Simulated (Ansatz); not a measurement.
# A self-consistent single point of Bi2Te2Se (R3m, 5 atoms in the cell) with Ansatz

Computed with LDA (PW92), default PAW files made with PBE (plane waves; Ansatz, a program for electronic structure).

Input:

Ansatz 0.2 input:
```yaml
crystal:
  lattice:
    - [2.167453, 1.251380, 10.617327]
    - [-2.167453, 1.251380, 10.617327]
    - [0.000000, -2.502759, 10.617327]
  atoms:
    - { symbol: Bi, position: [0.609853, 0.609853, 0.609853] }
    - { symbol: Bi, position: [0.391717, 0.391717, 0.391717] }
    - { symbol: Te, position: [0.219600, 0.219600, 0.219600] }
    - { symbol: Te, position: [0.780400, 0.780400, 0.780400] }
    - { symbol: Se, position: [0.000000, 0.000000, 0.000000] }
basis:
  ecutwfc: 420.0
kpoints:
  mp_grid: { grid: [3, 3, 3] }
hamiltonian:
  xc: lda
  pseudopotentials: { kind: paw }
scf:
  occupations: { method: fixed }
output:
  forces: true
  eigenvalues: true
  stress: true
```

Output, abridged:

```
WARN ansatz: RAYON_NUM_THREADS=1 ignored (pool sized by the plan → 1); use --threads N
basis.fft_grid_basis auto: the FFT boxes are laid along the combinations [[1, 0, -1], [0, 1, -1], [0, 0, 1]] of the cell's own vectors, 4.335, 4.335 and 10.908 …
Pseudopotentials: kind: paw
Pseudopotential: Bi, paw, valence charge 15
Pseudopotential: Te, paw, valence charge 16
Pseudopotential: Se, paw, valence charge 16
Crystal: 5 atoms, lattice volume = 172.785 Å³
Basis set: ecut = 420 eV, 3407 PW (Γ), FFT grids on a1−a3, a2−a3, a3
Bands: 47, of which v1, the nominal top of the filled ones, is band 39 counted from 1 (38 counted from 0)
Symmetry: 6 space group operations
Space group: R3m (ITA 160), of the structure as read, at distance tolerance 5.6e-5 Å
k-points: 6 of 27 (time reversal used)
PAW frozen core: Bi, regenerated for the run's functional, and the local potential with it
PAW frozen core: Te, regenerated for the run's functional, and the local potential with it
PAW frozen core: Se, regenerated for the run's functional, and the local potential with it
Initial density: superposition of atomic densities (neutral atoms: chi_scale 0, normalization atom), corrected by the library's trained network
Initial wavefunctions: pseudopotential atomic-orbital guess
Eigensolver: davidson
Functional: x = slater, c = lda
SCF iter   1: F=—  HF=-43210.534730 eV  |F-HF|=—  |Δ(HF+E_count)|=         —  Δρ=4.13e-3  dr2=3.88e-2  ethr=1.77e-3  ⟨swp⟩=5.0  Hψ=951  notcnv=0  defer=27
all-band conjugate gradients solve this SCF's bands
preconditioner: auto → Resta (q_TF=auto, 2.390 Å⁻¹)
SCF iter   2: F=—  HF=-43210.524644 eV  |F-HF|=—  |Δ(HF+E_count)|=   1.01e-2  Δρ=2.17e-3  dr2=7.10e-3  ethr=4.98e-5  ⟨swp⟩=3.3  Hψ=410  notcnv=0  defer=34
SCF iter   3: F=—  HF=-43210.523479 eV  |F-HF|=—  |Δ(HF+E_count)|=   1.17e-3  Δρ=1.03e-3  dr2=2.73e-3  ethr=9.10e-6  ⟨swp⟩=3.2  Hψ=362  notcnv=0  defer=34
SCF iter   4: F=—  HF=-43210.523114 eV  |F-HF|=—  |Δ(HF+E_count)|=   3.65e-4  Δρ=2.35e-4  dr2=2.47e-4  ethr=3.50e-6  ⟨swp⟩=2.3  Hψ=397  notcnv=0  defer=34
SCF iter   5: F=—  HF=-43210.523068 eV  |F-HF|=—  |Δ(HF+E_count)|=   4.64e-5  Δρ=7.80e-5  dr2=1.22e-5  ethr=3.17e-7  ⟨swp⟩=2.0  Hψ=505  notcnv=0  defer=21
SCF iter   6: F=—  HF=-43210.522946 eV  |F-HF|=—  |Δ(HF+E_count)|=   1.22e-4  Δρ=1.94e-5  dr2=7.71e-7  ethr=1.56e-8  ⟨swp⟩=2.0  Hψ=502  notcnv=0  defer=12
SCF iter   7: F=—  HF=-43210.522946 eV  |F-HF|=—  |Δ(HF+E_count)|=   1.32e-7  Δρ=6.39e-6  dr2=1.17e-7  ethr=1.28e-10  ⟨swp⟩=14.8  Hψ=1703  notcnv=0
SCF iter   8: F=-43210.522946 eV  HF=-43210.522946 eV  |F-HF|=4.43e-9  |Δ(HF+E_count)|=   2.19e-8  Δρ=1.89e-6  dr2=1.73e-8  ethr=1.28e-10  ⟨swp⟩=4.8  Hψ=898  notcnv=0
SCF 1 converged in 8 iterations: F = -43210.522946 eV  dr2 = 1.73e-8
SCF converged after 8 iterations
Free energy (F): -43210.522946 eV
Harris-Foulkes:  -43210.522946 eV  (|F-HF|=4.43e-9)
Internal energy: -43210.522946 eV  (E = F + TS)
E sigma→0 (E₀):  -43210.522946 eV
Fermi energy:    7.484839 eV
--- Per-component energies (eV) ---
  E_band       = -1207.449227
  E_kinetic    = 1084.257811
  E_local      = -9143.586006  (includes V_loc(G=0)·N_el)
  E_nonlocal   = -68.507204
  E_hartree    = 4323.364197
  E_xc         = -651.823560
  E_vxc        = -596.618486  (∫ρ·V_xc dr)
  E_paw        = -31552.017786  (= ΣΔE_a)
  E_vpaw       = -1129.724450  (= ΣTr[D̂ρ^β])
  E_aug_tail   = -0.002025  (compensation charges beyond the density's cutoff)
  E_ewald      = -7205.773289
  E_core_change = 3.564915  (= ΣΔE_core)
  E_smearing   = -0.000000  (= −TS)
  E_closure    = 0.000000  (closes the sum)
  Σ components = -43210.522946   (vs F -43210.522946, Δ=0.00e0)
--- Forces (eV/Å), atoms counted from 1 ---
  atom   1  Bi     0.00000000    -0.00000001    -0.48768074
  atom   2  Bi     0.00000000     0.00000000     0.25094476
  atom   3  Te    -0.00000000     0.00000001     0.55894238
  atom   4  Te     0.00000000    -0.00000001    -0.37840849
  atom   5  Se    -0.00000000     0.00000000     0.05616810
  max |Σ_I F_I| component: 3.40e-5 eV/Å
--- Stress (GPa, compression-positive) ---
       -2.709229      -0.000000       0.000000
       -0.000000      -2.709229      -0.000000
        0.000000      -0.000000      -3.945098
  P = ⅓ Tr σ = -3.1212 GPa (-31.212 kbar)
  The stress holds the Pulay correction. Without it, at fixed plane waves, as pw.x and ABINIT print it: P = -3.1494 GPa
--- Band table (eV; the first three rows and the last of 6) ---
  k-point 0: bands = ["-39.7656", "-39.7592", "-39.7592", "-39.7345", "-39.7345", "-28.6185", "-28.6185", "-28.6174", "-28.6113", "-28.6113", "-28.5196", "-28.5156", "-28.5156", "-28.4975", "-28.4975", "-15.1831", "-15.1831", "-15.1811", "-15.1717", [...]
  k-point 1: bands = ["-39.7656", "-39.7592", "-39.7592", "-39.7345", "-39.7345", "-28.6188", "-28.6185", "-28.6169", "-28.6113", "-28.6104", "-28.5191", "-28.5159", "-28.5157", "-28.4974", "-28.4965", "-15.1937", "-15.1807", "-15.1779", "-15.1703", [...]
  k-point 2: bands = ["-39.7656", "-39.7592", "-39.7592", "-39.7345", "-39.7345", "-28.6188", "-28.6185", "-28.6169", "-28.6113", "-28.6104", "-28.5191", "-28.5159", "-28.5157", "-28.4974", "-28.4965", "-15.1937", "-15.1807", "-15.1779", "-15.1703", [...]
  k-point 5: bands = ["-39.7656", "-39.7592", "-39.7592", "-39.7345", "-39.7345", "-28.6188", "-28.6185", "-28.6169", "-28.6113", "-28.6104", "-28.5191", "-28.5159", "-28.5157", "-28.4974", "-28.4965", "-15.1937", "-15.1807", "-15.1779", "-15.1703", [...]
```

The run converged in 8 iterations.

The starting cell comes from a database of computed structures (which also holds hypothetical and non-ambient phases and stackings), without a prior relaxation at this level. Its lattice was rescaled by up to half a per cent. One atom was moved a little off its site on purpose. Spin-orbit coupling is off. With a pressure of about -3 GPa the cell is away from its equilibrium volume at this level. Ansatz's pressure includes its estimate of the finite-basis (Pulay) stress.
